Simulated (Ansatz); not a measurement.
The starting structures come from a database of crystals and need not be the phases stable at ambient conditions.

Tunnelling through a barrier is set by its complex band structure: the current falls as exp(−2κd) with the smallest κ.

Consider the following.

```
CELL_PARAMETERS angstrom
      3.73326     0.00000     0.00000
      0.00000     3.73326     0.00000
      1.86663     1.86663     2.69368
ATOMIC_POSITIONS crystal
  Zn 0.00000 0.00000 0.00000
  S  0.75000 0.25000 0.50000
```

The cell is strained (lengths across the current scaled by 0.98, ions clamped); by r2SCAN it stands under a pressure of 3.5 GPa.

Transport runs along the normal of the first two printed cell vectors, the (001) (indices of the unstrained crystal) plane of the conventional cell.

The gap is the functional's own, uncorrected, and κ follows it; spin-orbit coupling is left out. Mid-gap means the computed energy nearest the middle.

**Question.** State the band gap and the smallest decay constant κ at mid-gap according to r2SCAN (Ansatz, a quantum-chemistry and plane-wave program).

**Answer.** Gap 2.87 eV on a 12×12×12 mesh; κ = 0.199 1/Å, at the zone centre.
